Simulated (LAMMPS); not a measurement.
Simulation of Fe (bcc), 4394 atoms, at 300 K and 0 GPa, heated as the crystal.

Method: classical MD, pair style eam/fs, file VFe_mm.eam.fs, run in LAMMPS.

```json
{
 "state_found": "crystal; no diffusion seen in 30 ps",
 "density": "7.9269 ± 0.0001 g/cm³",
 "volume_per_atom": "11.6985 ± 0.0001 Å³",
 "enthalpy_per_atom": "-3.9336 ± 0.0001 eV",
 "first peak of g(r)": "2.47 Å, height 6.6",
 "coordination_number": "8.3 (counted to 2.70 Å)",
 "mean_frequency_of_the_velocity_spectrum": "6.1 THz",
 "cost": "very roughly 6 core-minutes"
}
```

Potential: file VFe_mm.eam.fs of the LAMMPS distribution.

States go by the mean squared displacement: a species diffuses where it passes 1.5 Å², still rises and gives D over 1e-6 cm²/s; a crystal has left its structure where atoms lie 0.35 Å off their sites on average or a cubic box changes its shape by 3 %.

Uncertainties are statistical and leave out the potential's own error.

| frequency (THz) | spectral density (1/THz) |
|---|---|
| 0.4205 | 0.0001 |
| 0.6610 | 0.0020 |
| 0.9010 | 0.0049 |
| 1.141 | 0.0066 |
| 1.382 | 0.0081 |
| 1.622 | 0.0121 |
| 1.862 | 0.0181 |
| 2.103 | 0.0222 |
| 2.343 | 0.0289 |
| 2.583 | 0.0347 |
| 2.823 | 0.0391 |
| 3.064 | 0.0543 |
| 3.304 | 0.0698 |
| 3.544 | 0.0920 |
| 3.784 | 0.1274 |
| 4.025 | 0.1538 |
| 4.265 | 0.1791 |
| 4.505 | 0.2039 |
| 4.745 | 0.1950 |
| 4.986 | 0.1670 |
| 5.226 | 0.1662 |
| 5.466 | 0.1810 |
| 5.707 | 0.1832 |
| 5.947 | 0.1762 |
| 6.187 | 0.1672 |
| 6.428 | 0.1574 |
| 6.668 | 0.1483 |
| 6.908 | 0.1430 |
| 7.148 | 0.1341 |
| 7.389 | 0.1251 |
| 7.629 | 0.1317 |
| 7.869 | 0.1657 |
| 8.109 | 0.2148 |
| 8.350 | 0.2233 |
| 8.590 | 0.1746 |
| 8.830 | 0.1124 |
| 9.070 | 0.0606 |
| 9.311 | 0.0248 |
| 9.551 | 0.0100 |
| 9.791 | 0.0067 |
| 10.03 | 0.0051 |
| 10.27 | 0.0041 |
| 10.51 | 0.0034 |
| 10.75 | 0.0030 |
| 10.99 | 0.0026 |
| 11.23 | 0.0022 |
| 11.47 | 0.0020 |
| 11.71 | 0.0017 |

```tsv
r (Å)	g(r)
2.180	0.000
2.220	0.007
2.260	0.066
2.300	0.318
2.340	1.17
2.380	2.90
2.420	5.17
2.460	6.60
2.500	6.16
2.540	4.21
2.580	2.28
2.620	1.08
2.660	0.614
2.700	0.749
2.740	1.31
2.780	2.06
2.820	2.80
2.860	3.10
2.900	2.79
2.940	2.05
2.980	1.17
3.020	0.558
3.060	0.207
3.100	0.062
3.140	0.019
3.180	0.004
3.220	0.001
3.260	0.000
3.300	0.000
3.340	0.000
3.380	0.000
3.420	0.000
3.460	0.000
3.500	0.000
3.540	0.000
3.580	0.000
3.620	0.000
3.660	0.000
3.700	0.002
3.740	0.010
3.780	0.039
3.820	0.127
3.860	0.377
3.900	0.855
3.940	1.57
3.980	2.39
4.020	2.98
4.060	2.98
4.100	2.46
4.140	1.67
4.180	0.942
4.220	0.432
4.260	0.167
4.300	0.056
4.340	0.015
4.380	0.005
4.420	0.011
4.460	0.041
4.500	0.135
4.540	0.388
4.580	0.917
4.620	1.79
4.660	2.93
4.700	3.92
4.740	4.40
4.780	4.15
4.820	3.42
4.860	2.66
4.900	2.14
4.940	1.81
4.980	1.45
5.020	1.06
5.060	0.652
5.100	0.327
5.140	0.143
5.180	0.052
5.220	0.015
5.260	0.004
5.300	0.001
5.340	0.000
5.380	0.001
5.420	0.006
5.460	0.017
5.500	0.050
5.540	0.122
5.580	0.246
5.620	0.419
5.660	0.584
5.700	0.712
5.740	0.703
5.780	0.583
5.820	0.405
5.860	0.240
5.900	0.115
5.940	0.064
5.980	0.076
6.020	0.184
6.060	0.445
6.100	0.915
6.140	1.57
6.180	2.30
```
